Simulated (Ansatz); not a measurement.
Ansatz (a quantum-chemistry and plane-wave program) run on YbZn (P4mm, 2 atoms in the cell): self-consistent single point.

Method: PBEsol, harder PAW files (source: ansatz) made with PBE (plane waves; Ansatz).

The change in words: lattice scaled by 0.98; basis.ecutwfc: 420 eV → 575 eV; hamiltonian.pseudopotentials: {kind: paw} (the program's default PAW files) → {kind: paw, source: ansatz}. Reference geometry:
```xyz
2
Lattice="3.5937 0.0000 0.0000 0.0000 3.5937 0.0000 0.0000 0.0000 3.5937" Properties=species:S:1:pos:R:3 pbc="T T T"
Yb     0.0000     0.0000     0.0500
Zn     1.7969     1.7969     1.7969
```

Reference input (self-consistent single point, DFT, PBEsol, plane waves, default PAW files made with PBE): basis.ecutwfc = 420 eV; kpoints.mp_grid.grid = 9 9 9; hamiltonian.xc = pbesol; hamiltonian.pseudopotentials = {kind: paw} (the program's default PAW files); scf.occupations.method = fermi_dirac; scf.occupations.width = 0.1 eV. This run's input differs from it in these lines:

Ansatz 0.2 input:
```diff
@@ -3,5 +3,5 @@
   lattice:
-    - [3.593711, 0.000000, 0.000000]
-    - [0.000000, 3.593711, 0.000000]
-    - [0.000000, 0.000000, 3.593711]
+    - [3.521837, 0.000000, 0.000000]
+    - [0.000000, 3.521837, 0.000000]
+    - [0.000000, 0.000000, 3.521837]
   atoms:
@@ -10,3 +10,3 @@
 basis:
-  ecutwfc: 420.0 eV
+  ecutwfc: 575.0 eV
 kpoints:
@@ -18,2 +18,3 @@
     kind: paw
+    source: ansatz
 scf:
```

Output (repeated stretches shortened):

```
SCF iter   1: F=—  HF=-21135.745176 eV  |F-HF|=—  |Δ(HF+E_count)|=         —  Δρ=5.87e-2  dr2=1.17e0  ethr=3.10e-3  ⟨swp⟩=5.8  Hψ=9658  notcnv=0
all-band conjugate gradients solve this SCF's bands
preconditioner: auto → Kerker (q_TF=auto, 2.732 Å⁻¹)
SCF iter   2: F=—  HF=-21135.519236 eV  |F-HF|=—  |Δ(HF+E_count)|=   2.26e-1  Δρ=1.60e-2  dr2=1.33e-1  ethr=2.67e-3  ⟨swp⟩=2.2  Hψ=4057  notcnv=0
   [... lines left out ...]
SCF iter   5: F=—  HF=-21135.467767 eV  |F-HF|=—  |Δ(HF+E_count)|=   2.72e-4  Δρ=9.34e-4  dr2=2.42e-4  ethr=3.04e-6  ⟨swp⟩=2.0  Hψ=3485  notcnv=0
SCF iter   6: F=—  HF=-21135.467733 eV  |F-HF|=—  |Δ(HF+E_count)|=   3.35e-5  Δρ=1.69e-4  dr2=9.45e-6  ethr=5.50e-7  ⟨swp⟩=2.0  Hψ=2659  notcnv=0
SCF iter   7: F=—  HF=-21135.467727 eV  |F-HF|=—  |Δ(HF+E_count)|=   6.17e-6  Δρ=2.84e-5  dr2=1.68e-7  ethr=2.15e-8  ⟨swp⟩=2.1  Hψ=2717  notcnv=0
SCF iter   8: F=-21135.467727 eV  HF=-21135.467727 eV  |F-HF|=5.24e-9  |Δ(HF+E_count)|=  6.77e-10  Δρ=5.26e-6  dr2=6.63e-9  ethr=2.27e-10  ⟨swp⟩=6.1  Hψ=8550  notcnv=0
SCF 1 converged in 8 iterations: F = -21135.467727 eV  dr2 = 6.63e-9
Free energy (F): -21135.467727 eV
Internal energy: -21135.366735 eV  (E = F + TS)
E sigma→0 (E₀):  -21135.417231 eV
Entropy (-TS):   -0.100992 eV (-50.496 meV/atom)
Fermi energy:    13.252978 eV
--- Forces (eV/Å), atoms counted from 1 ---
  atom   1  Yb     0.00000000     0.00000000    -0.15424164
  atom   2  Zn    -0.00000000     0.00000000     0.15424308
--- Stress (GPa, compression-positive) ---
       -0.474558       0.000000      -0.000000
        0.000000      -0.474558       0.000000
       -0.000000       0.000000      -0.506591
  P = ⅓ Tr σ = -0.4852 GPa (-4.852 kbar)
  The stress holds the Pulay correction. Without it, at fixed plane waves, as pw.x and ABINIT print it: P = -0.8559 GPa
```

The run converged in 8 iterations. Against the reference run the pressure goes from -3.04 to -0.49 GPa and the largest force goes from 0.127 to 0.154 eV/Å.

The starting cell comes from a database of computed structures (which also holds hypothetical and non-ambient phases and stackings), without a prior relaxation at this level. Its lattice was rescaled by up to half a per cent. One atom was moved a little off its site on purpose. For this run, on top of that: lattice scaled by 0.98. Spin polarisation is off. Ansatz's pressure includes its estimate of the finite-basis (Pulay) stress. The cutoff lies below the one recommended for these files.
